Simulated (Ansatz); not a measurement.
Zinc-blende SrO (model structure): band gap by level of theory

No measured value is used here.

| level (code) | value (eV) | cell (Å³/atom) |
|---|---|---|
| LDA (Ansatz) | 2.43 | 20.52 |
| PBEsol (Ansatz) | 2.45 | 21.24 |
| r²SCAN (Ansatz) | 2.89 | 21.77 |

Computed values are for a static lattice. Spin–orbit coupling is included only where a level's name says +SOC; with heavier elements it mostly lowers gaps and can invert bands.  LDA, PBEsol, r²SCAN: the gap is read on the k mesh or supercell of the run alone and can be too large. Each level is taken at its own relaxed cell. Ansatz's density-functional and Hartree–Fock values are scalar-relativistic unless marked +SOC, with PAW data made under PBE.

A model structure was made by putting elements into a prototype or built by hand; it is no filed structure, need not be a known phase, and can be a saddle point held by its symmetry.

Ansatz is a quantum-chemistry and plane-wave program.
